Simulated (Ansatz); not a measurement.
Start from Si in the diamond structure (space group Fd-3m, No. 227; a = 5.444 Å). Axes: x, y, z lie along the cube axes.

Computed with r2SCAN, PAW, 500 eV (Ansatz, an electronic-structure program; spin-orbit coupling left out).

It is then changed as follows: uniaxial strain ε_zz = −0.50 %, all other strain components held at zero; the atoms relax in the strained cell.

**Question.** Predict the stress tensor and what it implies for the stiffness.

**Answer.** Stress of the strained cell less that of the base (GPa, compression positive):
```
   0.31    0.00    0.00
   0.00    0.31    0.00
   0.00    0.00    0.84
```

Then −Δσ_ii/ε with ε = -0.0050 gives relaxed-ion elastic constants: C33 ≈ 169 GPa, C13 ≈ 63 GPa and C23 ≈ 63 GPa.

Stability against distortions was not tested.
